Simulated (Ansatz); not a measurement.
## Response to strain in hypothetical R-3m V2Se3

Base system: V2Se3 in the Bi2Te3 type structure (space group R-3m, No. 166; ferromagnetic; a hypothetical phase, not in the database extracts checked; layered, stacked along the Cartesian z axis).

```
V2Se3
1.0
    1.73196     0.99995     9.10357
   -1.73196     0.99995     9.10357
    0.00000    -1.99990     9.10357
V Se
2 3
Direct
  0.39679   0.39679   0.39679
  0.60321   0.60321   0.60321
  0.00000   0.00000   0.00000
  0.21773   0.21773   0.21773
  0.78227   0.78227   0.78227
```

Cartesian axes are those of the cell as printed.

Strains are applied to the cell and any free atomic positions relax; under biaxial strain the out-of-plane vector relaxes too; under stress the whole cell relaxes.

Method: PBE-D3(BJ) (Ansatz, a first-principles code; PAW; 420 eV plane waves; scalar-relativistic without spin-orbit coupling).

Notes on the quantities. energy relative to the base: free energy F.

```csv
change,shortest interatomic distance,energy relative to the base
base,2.455 Å,0 meV/atom
"biaxial strain −0.57 %, plane normal [001], relaxed out of plane",2.453 Å,+0.3 meV/atom
"biaxial strain +1.43 %, plane normal [001], relaxed out of plane",2.462 Å,+1.9 meV/atom
"biaxial strain +1.50 %, plane normal [001], relaxed out of plane",2.462 Å,+2.1 meV/atom
isotropic strain −4.64 %,2.409 Å,+64 meV/atom
isotropic strain +0.17 %,2.457 Å,+0.1 meV/atom
"uniaxial stress, 3 GPa compression along z",2.454 Å,+7.5 meV/atom
```

The magnetic state is the one reached from the starting moments; the real material's order can differ, and small cells can't hold many antiferromagnetic ones. Without a gap, meshes like the base's 15×15×15 leave anisotropic stresses uncertain by several tenths of a GPa, and small strain energies with them. Beyond what the load breaks, stability against distortions was not tested.
